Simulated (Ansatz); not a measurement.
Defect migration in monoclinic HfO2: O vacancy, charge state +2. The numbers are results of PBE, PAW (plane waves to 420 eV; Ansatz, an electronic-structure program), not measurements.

Cell of 96 host sites held at the relaxed PBE lattice; the Γ point alone; Fermi-Dirac width 0.01 eV, spin-restricted; finite-size errors left in. No zero-point or tunnelling terms. Spin-orbit coupling is left out. The charge state is imposed; whether it is stable for some Fermi level was not computed. Forms of the defect that were not tried may lie lower.

Barriers: single points on a 2×2×2 k-point mesh shifted by half a step at the bands' geometries.

The step: a nearby O atom hops onto the vacant site. Atoms about the jump, Cartesian Å from the middle of the jump, before and after:

```json
[
 {"atom": "O1", "x0": "0.86", "y0": "0.21", "z0": "0.35", "x1": "-0.86", "y1": "-0.21", "z1": "-0.35"},
 {"atom": "Hf2", "x0": "-0.32", "y0": "-0.98", "z0": "1.60", "x1": "-0.50", "y1": "-0.98", "z1": "1.53"},
 {"atom": "Hf3", "x0": "0.23", "y0": "1.45", "z0": "-1.29", "x1": "0.03", "y1": "1.34", "z1": "-1.33"},
 {"atom": "O4", "x0": "0.71", "y0": "-2.43", "z0": "0.26", "x1": "0.79", "y1": "-2.38", "z1": "0.25"},
 {"atom": "O5", "x0": "-2.05", "y0": "-1.90", "z0": "1.01", "x1": "-2.13", "y1": "-2.00", "z1": "1.17"},
 {"atom": "O6", "x0": "-1.55", "y0": "0.58", "z0": "2.15", "x1": "-1.60", "y1": "0.58", "z1": "2.23"},
 {"atom": "Hf7", "x0": "-3.05", "y0": "-1.43", "z0": "-0.79", "x1": "-2.82", "y1": "-1.33", "z1": "-0.77"},
 {"atom": "O8", "x0": "1.73", "y0": "0.18", "z0": "-2.19", "x1": "1.67", "y1": "0.14", "z1": "-2.05"},
 {"atom": "O9", "x0": "-0.73", "y0": "0.45", "z0": "-2.88", "x1": "-0.68", "y1": "0.60", "z1": "-3.15"},
 {"atom": "O10", "x0": "0.79", "y0": "2.81", "z0": "0.24", "x1": "0.91", "y1": "2.38", "z1": "0.26"},
 {"atom": "O11", "x0": "-1.63", "y0": "2.28", "z0": "-1.38", "x1": "-1.66", "y1": "2.40", "z1": "-1.52"},
 {"atom": "O12", "x0": "-1.61", "y0": "-2.70", "z0": "-1.51", "x1": "-1.59", "y1": "-2.79", "z1": "-1.47"},
 {"atom": "Hf13", "x0": "2.32", "y0": "-1.35", "z0": "-0.76", "x1": "2.44", "y1": "-1.44", "z1": "-0.82"},
 {"atom": "O14", "x0": "0.80", "y0": "0.15", "z0": "3.11", "x1": "0.82", "y1": "0.17", "z1": "2.96"},
 {"atom": "O15", "x0": "1.19", "y0": "-2.37", "z0": "-2.39", "x1": "1.24", "y1": "-2.41", "z1": "-2.43"},
 {"atom": "O16", "x0": "-3.92", "y0": "0.20", "z0": "0.46", "x1": "-3.91", "y1": "0.23", "z1": "0.46"},
 {"atom": "O17", "x0": "-3.49", "y0": "0.11", "z0": "-2.14", "x1": "-3.44", "y1": "0.16", "z1": "-2.16"}
]
```

Where do these atoms stand at the saddle point, and how high is it?


```csv
atom,x,y,z
O1,-0.44,-0.16,-0.22
Hf2,-0.50,-0.99,1.58
Hf3,0.08,1.40,-1.34
O4,0.79,-2.48,0.27
O5,-2.14,-2.00,1.10
O6,-1.64,0.55,2.25
Hf7,-2.94,-1.39,-0.78
O8,1.71,0.17,-2.11
O9,-0.70,0.57,-3.10
O10,0.89,2.50,0.27
O11,-1.67,2.37,-1.49
O12,-1.60,-2.75,-1.48
Hf13,2.37,-1.43,-0.81
O14,0.81,0.17,2.98
O15,1.21,-2.39,-2.41
O16,-3.92,0.21,0.46
O17,-3.45,0.14,-2.15
```
It lies 0.70 eV above the start and 0.080 eV above the end. The saddle point's order was not checked.
